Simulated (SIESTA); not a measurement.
A relaxation of cell and atoms of RbRuF6 (R-3m, 8 atoms in the cell) with SIESTA.

Method: LDA PW92, numerical atomic orbitals DZP, PseudoDojo LDA standard norm-conserving potentials (rewritten from UPF to PSML) (SIESTA).

```
CELL_PARAMETERS angstrom
      3.78830     2.18717     2.48184
     -3.78830     2.18717     2.48184
      0.00000    -4.37435     2.48184
ATOMIC_POSITIONS crystal
  Rb 0.50000 0.50000 0.50000
  Ru 0.00000 0.00000 0.00000
  F  0.25993 0.25993 0.91880
  F  0.74008 0.74008 0.08120
  F  0.91880 0.25993 0.25993
  F  0.08120 0.74008 0.74008
  F  0.25993 0.91880 0.25993
  F  0.74008 0.08120 0.74008
```
Moments meant for the start (each program seeds them in its own way; μB, in the order of the atoms Rb Ru F F F F F F): 0.0 2.0 0.0 0.0 0.0 0.0 0.0 0.0.

Reference input (self-consistent single point, DFT, LDA PW92, numerical atomic orbitals DZP, PseudoDojo LDA standard norm-conserving potentials (rewritten from UPF to PSML)): XC.functional = LDA; XC.authors = PW92; potentials = PseudoDojo LDA standard; PAO.BasisSize = DZP; PAO.EnergyShift = 0.01 Ry; MeshCutoff = 350 Ry; kgrid.MonkhorstPack = 3 3 3; OccupationFunction = FD; ElectronicTemperature = 50 meV; Spin = polarized; DM.InitSpin = [1 +0.00, 2 +2.00, 3 +0.00, 4 +0.00, 5 +0.00, 6 +0.00, 7 +0.00, 8 +0.00]; MaxSCFIterations = 150. This run's input differs from it in these lines:

```diff
@@ -59,2 +59,7 @@
 Diag.ParallelOverK           true
+MD.TypeOfRun                 CG
+MD.Steps                     40
+MD.MaxForceTol               0.02 eV/Ang
+MD.VariableCell              true
+MD.MaxStressTol              0.05 GPa
 WriteForces                  true
```

Output (repeated stretches shortened):

```
        iscf     Eharris(eV)        E_KS(eV)     FreeEng(eV)     dDmax    Ef(eV) dHmax(eV)
   scf:    1    -7413.809530    -7472.070292    -7472.074409  0.545296 -1.405122 32.432127
     spin moment: {S} , |S| = {        0.0        0.0    2.99716 }     2.99716
   scf:    2    -7495.793855    -7484.646620    -7484.647095  0.286304 -3.184906 23.537538
     spin moment: {S} , |S| = {        0.0        0.0    2.99900 }     2.99900
   scf:    3    -7480.084289    -7494.922287    -7494.926602  0.492690 -7.122531  9.515302
     spin moment: {S} , |S| = {        0.0        0.0    2.98592 }     2.98592
   [... lines left out ...]
     spin moment: {S} , |S| = {        0.0        0.0    2.99989 }     2.99989
   scf:   13    -7498.859676    -7498.859676    -7498.859736  0.000019 -6.650916  0.000504
     spin moment: {S} , |S| = {        0.0        0.0    2.99989 }     2.99989
   scf:   14    -7498.859676    -7498.859676    -7498.859736  0.000028 -6.650905  0.000267
     spin moment: {S} , |S| = {        0.0        0.0    2.99989 }     2.99989
   scf:   15    -7498.859676    -7498.859676    -7498.859736  0.000003 -6.650932  0.000141
     spin moment: {S} , |S| = {        0.0        0.0    2.99989 }     2.99989
SCF Convergence by DM+H criterion
max |DM_out - DM_in|         :     0.0000028918
max |H_out - H_in|      (eV) :     0.0001412292
SCF cycle converged after 15 iterations

Using DM_out to compute the final energy and forces

siesta: E_KS(eV) =            -7498.8597

siesta: E_KS - E_eggbox =     -7498.8597

siesta: Atomic forces (eV/Ang):
     1    0.000000    0.000000   -0.000000
     2   -0.000000    0.000000   -0.000000
     3   -0.000000    0.641066    0.469684
     4    0.000000   -0.641066   -0.469684
     5   -0.555182   -0.320534    0.469685
     6    0.555182    0.320534   -0.469685
     7    0.555182   -0.320534    0.469685
     8   -0.555182    0.320534   -0.469685
   Tot   -0.000000    0.000000    0.000000
   Max    0.641066
   Res    0.397358    sqrt( Sum f_i^2 / 3N )
   Max    0.641066    constrained

   [... lines left out ...]
siesta: Pressure (static):         -0.59749506  kBar
siesta: Pressure (total):         -0.59749506  kBar
No target stress found, assuming hydrostatic MD.TargetPressure.
Target stress (kBar)
outcell: Cell volume (Ang**3)        :    109.2871
        iscf     Eharris(eV)        E_KS(eV)     FreeEng(eV)     dDmax    Ef(eV) dHmax(eV)
siesta: Pressure (static):         -0.28321598  kBar
siesta: Pressure (total):         -0.28321598  kBar
outcell: Cell volume (Ang**3)        :    109.2871
siesta: FreeEng =     -7499.113132
   [... lines left out ...]
     1     0.366120    8.633880    0.012102  Rb
     2     1.062227   14.937773    2.017778  Ru
     3    -0.238058    7.238058    0.161655  F
     4    -0.238058    7.238058    0.161655  F
     5    -0.238057    7.238057    0.161655  F
     6    -0.238058    7.238058    0.161654  F
     7    -0.238058    7.238058    0.161655  F
     8    -0.238058    7.238058    0.161654  F
 Total     0.000000                2.999808
```

The run converged. 

Summary of the result:
- Free energy E − TS = -7499.1131 eV
- Top of the valence band (on the code's own zero) = -7.35 eV
- Gap on the k-point mesh = 0.88 eV
- Pressure = -0.03 GPa
- Largest force (vector length) = 0.007 eV/Å
- Size of the cell's spin moment = 3.00 μB
- Site moments (μB, in the program's spheres or projections) = Rb 0.01, Ru 2.02, F 0.16, F 0.16, F 0.16, F 0.16, F 0.16, F 0.16
- Final cell = a = b = c = 4.8330 Å, α = β = γ = 97.96°
- Final volume per atom = 13.66 Å³
- Relaxation steps = 21

The starting cell comes from a database of computed structures (which also holds hypothetical and non-ambient phases and stackings), without a prior relaxation at this level. Its lattice was rescaled by a random factor within 2.5 % of one. With one magnetic atom in the cell only a parallel order is possible. Values carry the incompleteness of an atom-centred basis. The basis of the alkali or alkaline-earth atoms may lack their empty d shell, which can raise the gap.

Cost on one core of a shared machine: roughly 7 min.
